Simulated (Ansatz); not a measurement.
Abridged Ansatz (a quantum-chemistry and plane-wave program) output:

```
Relaxation: its limit of steps is 60 (relax.max_steps)
Pseudopotential: W, paw, valence charge 14
Pseudopotential: Se, paw, valence charge 16
Crystal: 6 atoms, lattice volume = 111.851 Å³
Basis set: ecut = 500 eV, 2799 PW (Γ), exchange–correlation on 96×96×360 points (64 copies of the dense FFT grid, shifted against one another)
Bands: 56, of which v1, the nominal top of the filled ones, is band 46 counted from 1 (45 counted from 0)
Symmetry: 24 space group operations
k-points: 32 of 363
Functional: x = r2scan, c = r2scan + rvv10(b = 11.95, C = 0.0093); τ floored in thin density (d = 2e-4 eV/Å³)
SCF iter   1: F=—  HF=-42699.632479 eV  |F-HF|=—  |Δ(HF+E_count)|=         —  Δρ=6.72e-3  dr2=8.34e-2  dr2_τ=9.20e-2  ethr=1.77e-3  ⟨swp⟩=6.2  Hψ=6483  notcnv=0  defer=2
SCF iter   2: F=—  HF=-42699.770926 eV  |F-HF|=—  |Δ(HF+E_count)|=   1.38e-1  Δρ=4.11e-3  dr2=9.66e-3  dr2_τ=2.54e-3  ethr=9.06e-5  ⟨swp⟩=3.0  Hψ=3729  notcnv=0  defer=79
SCF 1 converged in 7 iterations: F = -42699.781990 eV  dr2 = 4.34e-8
relax step   1: F+E_penalty+E_count = -42699.78199026 eV  Δ(F+E_penalty+E_count) = +0.000e0 eV  max|allowed force component| = 5.019e-4 eV/Å  Δτ_max = 0.0000 Å  P = +6.994 GPa  Ω = 111.851 Å³  (7 SCF iters, dr2 threshold 1.00e-7 eV, accepted)
[... steps on the carried basis left out ...]
relax step   7: F+E_penalty+E_count = -42699.30075552 eV  Δ(F+E_penalty+E_count) = +1.473e-3 eV  max|allowed force component| = 8.545e-5 eV/Å  Δτ_max = 0.0000 Å  P = +14.995 GPa  Ω = 104.651 Å³  stress off target by 5.36e-3 GPa  SCF on the basis re-selected at this cell (its energy is not comparable with the rows above)  (8 SCF iters)
SCF converged after 8 iterations
Free energy (F): -42699.300756 eV
Internal energy: -42699.300707 eV  (E = F + TS)
E sigma→0 (E₀):  -42699.300731 eV
Entropy (-TS):   -0.000049 eV (-0.008 meV/atom)
Fermi energy:    16.185463 eV
--- Forces (eV/Å), atoms counted from 1 ---
  atom   1  W      0.00000000    -0.00000000     0.00000000
  atom   2  W     -0.00000000     0.00000000     0.00000000
  atom   3  Se     0.00000000    -0.00000000    -0.00008545
  atom   4  Se    -0.00000000     0.00000000    -0.00008545
  atom   5  Se    -0.00000000     0.00000000     0.00008545
  atom   6  Se     0.00000000    -0.00000000     0.00008545
--- Stress (GPa, compression-positive) ---
       14.994644       0.000000       0.000000
       -0.000000      14.994644       0.000000
        0.000000       0.000000      14.995333
  P = ⅓ Tr σ = 14.9949 GPa (149.949 kbar)
--- Relaxed structure (6 steps of the walk, 5 accepted, 1 SCFs on fresh bases) ---
  cell:  # Å, volume = 104.6505 Å³
    - [3.1788275374762036, -2.8353636119012113e-11, 0.0]
    - [-1.5894137687135472, 2.7529454017180988, 0.0]
    - [0.0, 0.0, 11.958502592606367]
  atoms:
    - { symbol: W, position: [0.33333333333333337, 0.6666666666666666, 0.24999999999999997] }
    - { symbol: W, position: [0.6666666666666666, 0.3333333333333333, 0.7499999999999998] }
    - { symbol: Se, position: [0.33333333333333337, 0.6666666666666666, 0.609772224457464] }
    - { symbol: Se, position: [0.6666666666666666, 0.3333333333333333, 0.1097722244574641] }
    - { symbol: Se, position: [0.6666666666666666, 0.3333333333333333, 0.39022777554253585] }
    - { symbol: Se, position: [0.33333333333333337, 0.6666666666666666, 0.8902277755425356] }
```

Problem. What was computed, and what are the main results?

Solution. WSe2, 6 atoms in the cell, with Kohn–Sham DFT with the r2SCAN+rVV10 functional, run in Ansatz with PAW and 500 eV plane waves, no spin-orbit coupling, from a series relaxed to a target (pressure 15 GPa). The last SCF converged to F = -42699.300756 eV, or -7116.5501 eV per atom, at a pressure of 14.99 GPa. The total energy compares only with runs of the same code, potentials and settings.

With W present, leaving out spin-orbit coupling can change the band edges. Load acts through the strain it causes; cell and atoms are relaxed under it. Stability against distortions was not tested. Competing high-pressure phases were not computed. The cell was made from WSe₂ in the 2H-MoS2 type structure (space group P6_3/mmc, No. 194; layered, stacked along the Cartesian z axis) by this change: pressure 15 GPa.

Keys are those of Ansatz 0.2.
